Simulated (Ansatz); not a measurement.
SiC (model structure, from the CdTe type, P6₄22, No. 181) was calculated with G0W0@PBEsol (Ansatz, a first-principles code, plane waves, hard PAW, contour deformation).

The cell is the one relaxed with PBEsol. Conventional cell: a = 3.0673 Å, b = 3.0673 Å, c = 7.0234 Å, α = 90.00°, β = 90.00°, γ = 120.00°.

The quasiparticle gap at Γ at a fixed k mesh 3×3×2:

| response cutoff | value (eV) |
|---|---|
| 200 eV, 675 empty bands | 4.113 |
| 250 eV, 944 empty bands | 4.133 |
| 300 eV, 1240 empty bands | 4.144 |
| 400 eV, 1910 empty bands | 4.157 |

Problem. Taking the value to converge with the response cutoff E as E^(−3/2), extrapolate from the last two rows.

Solution. With y = y∞ + c/w and weights w = 5196 and 8000 for the last two rows, y∞ = (w2 y2 − w1 y1)/(w2 − w1) = (8000 × 4.157 − 5196 × 4.144)/2804 = 4.181 eV, which lies 0.024 beyond the last row. Successive pairs of rows give 4.183, 4.179, 4.181. The limit also hangs on the law assumed, so its last digits aren't firm.

The other settings are not extrapolated, so this is the limit in one setting alone.

The smallest gap on this mesh is 2.62 eV, away from Γ.

A model structure was made by putting elements into a prototype or built by hand; it is no filed structure, need not be a known phase, and can be a saddle point held by its symmetry.
